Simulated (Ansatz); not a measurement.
Consider Os in the hcp (Mg type) structure (space group P6_3/mmc, No. 194; a = 2.754 Å, c = 4.347 Å; relaxed with 0.1 eV smearing). Axes: x lies along a and z along c of the hexagonal cell.

(Cell as relaxed with PBE.)

Levels (all Ansatz, a program for electronic structure, PAW): PBE (420 eV, spin-orbit coupling left out); r2SCAN (500 eV, no SOC).

Each level relaxes its own structure.

```
base                      PBE    r2SCAN
-------------------  --------  --------
volume per atom      14.28 Å³  14.02 Å³
lattice parameter a   2.754 Å   2.738 Å
band gap                 zero      zero
```

Now apply this change: uniaxial strain ε_yy = +0.66 %, all other strain components held at zero; the atoms relax in the strained cell.

```json
[
 {"quantity": "stress (xx, yy, zz, yz, xz, xy; compression positive)", "PBE": "(-1.4, -4.7, -1.4, 0.0, 0.0, 0.0) GPa", "r2SCAN": "[?]"},
 {"quantity": "energy relative to the base (free energy F)", "PBE": "+1.4 meV/atom", "r2SCAN": "[?]"},
 {"quantity": "band gap", "PBE": "zero", "r2SCAN": "[?]"}
]
```

What does r2SCAN give?


- stress (xx, yy, zz, yz, xz, xy; compression positive), r2SCAN: (-1.5, -5.0, -1.5, 0.0, 0.0, 0.0) GPa
- energy relative to the base (free energy F), r2SCAN: +1.5 meV/atom
- band gap, r2SCAN: zero

The two agree on the band gap. Neither level is exact; r2SCAN is the comparison here, not a measurement.

Stability against distortions was not tested. The final runs are not spin-polarised.
